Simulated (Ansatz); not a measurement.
Base system: Ru in the hcp (Mg type) structure (space group P6_3/mmc, No. 194; a = 2.704 Å, c = 4.263 Å; relaxed with 0.1 eV smearing).

Method: plane-wave PAW DFT at the r2SCAN level (Ansatz, an electronic-structure program, 500 eV), spin-orbit coupling left out.

Strains are applied to the cell and any free atomic positions relax.

One change was made to it. Results:

| quantity | base | after |
|---|---|---|
| energy relative to the base (free energy F) | 0 meV/atom | +47 meV/atom |
| pressure (mean of the normal stresses, compression positive) | 0.0 GPa | -17.3 GPa |

### Question
What was done to the base?
A) isotropic strain +3.00 %
B) isotropic strain +2.00 %
C) isotropic strain +2.50 %

### Answer
B, isotropic strain +2.00 %. For comparison, the energy relative to the base in the other runs: isotropic strain +2.50 % gives +73 meV/atom; isotropic strain +3.00 % gives +103 meV/atom.

No phonon test of stability was made. The final runs are not spin-polarised.
